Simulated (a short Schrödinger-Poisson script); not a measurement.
Stack: MOS inversion layer, SiO2 on p-type Si(100), at 300 K.

From the gate side: 1 nm SiO2; 1700 nm Si, acceptors 6.1e16 cm⁻³.

Constants are typed, rounded textbook-type inputs, not results; the design itself was drawn at random and stands for no fabricated device. SiO2: permittivity 3.9, conduction-band edge (eV) 3.15, gap (eV) 9, electron mass (mₑ) 0.5. Si: permittivity 11.7, conduction-band edge (eV) 0, gap (eV) 1.124, Nv at 300 K (cm⁻³) 3.1e19.

Channel valleys (confinement mass, in-plane density-of-states mass, number): Δ2 0.916, 0.19, 2; Δ4 0.19, 0.417, 4. At the gate the conduction-band edge of layer 1 lies 3.55 eV − eVg above the Fermi level of the channel; the field vanishes at the back. Gaps are held at their typed values at every temperature. Mesh 0.03 nm at interfaces.

From a short Schrödinger-Poisson script (our own, NumPy): 1D Poisson equation in equilibrium, electrons quantum, Hartree (BenDaniel-Duke, 12 states a valley, the channel's in-plane mass for all, wave functions free to enter the dielectric), parabolic valleys, classical holes, full ionisation, no traps, pinning or gate leakage.

| Vg (V) | electrons (cm⁻²) | C (μF/cm²) | Δ2 E0 (meV from the Fermi level) | Δ4 E0 (meV from the Fermi level) |
|---|---|---|---|---|
| 0.25 | 2.21e9 | 0.0926 | 226.8 | 251.7 |
| 0.3 | 1.34e10 | 0.151 | 179.6 | 205.1 |
| 0.35 | 7.07e10 | 0.408 | 135.6 | 162.0 |
| 0.4 | 2.57e11 | 0.908 | 100.6 | 128.8 |
| 0.45 | 6.03e11 | 1.35 | 76.1 | 107.1 |
| 0.5 | 1.07e12 | 1.64 | 58.6 | 92.9 |
| 0.55 | 1.61e12 | 1.84 | 45.3 | 82.9 |
| 0.6 | 2.20e12 | 1.98 | 34.6 | 75.3 |
| 0.65 | 2.84e12 | 2.09 | 25.6 | 69.3 |
| 0.7 | 3.50e12 | 2.17 | 17.7 | 64.3 |
| 0.75 | 4.19e12 | 2.24 | 10.7 | 60.1 |
| 0.8 | 4.90e12 | 2.30 | 4.4 | 56.5 |
| 0.85 | 5.62e12 | 2.35 | -1.4 | 53.2 |
| 0.9 | 6.36e12 | 2.39 | -6.8 | 50.2 |
| 0.95 | 7.12e12 | 2.43 | -11.9 | 47.5 |
| 1 | 7.88e12 | 2.46 | -16.7 | 45.0 |
| 1.05 | 8.65e12 | 2.48 | -21.2 | 42.6 |
| 1.1 | 9.43e12 | 2.51 | -25.6 | 40.3 |
| 1.15 | 1.02e13 | 2.53 | -29.8 | 38.2 |

Gate voltages with under 1e9 electrons/cm² are left out.

Question: At Vg = 1.15 V the lowest Δ2 subband lies at -29.8 meV from the Fermi level. How many electrons does it hold, and what share of all?

Answer: The two-dimensional density of states is g m/(πħ²) = 1.59e11 cm⁻² meV⁻¹ (both spins), kT = 25.9 meV, so n = D kT ln(1 + exp(−E/kT)) = 5.86e12 cm⁻², 0.57 of the 1.02e13 cm⁻² in all.

Question: Compare the slope of the sheet density between 1.05 and 1.15 V with the geometric capacitance of the layers between gate and channel.

Answer: q Δn/ΔV = 2.48 μF/cm²; ε0/Σ(t/ε) = 3.45 μF/cm². The ratio is 0.72: the channel acts as a further capacitance in series.
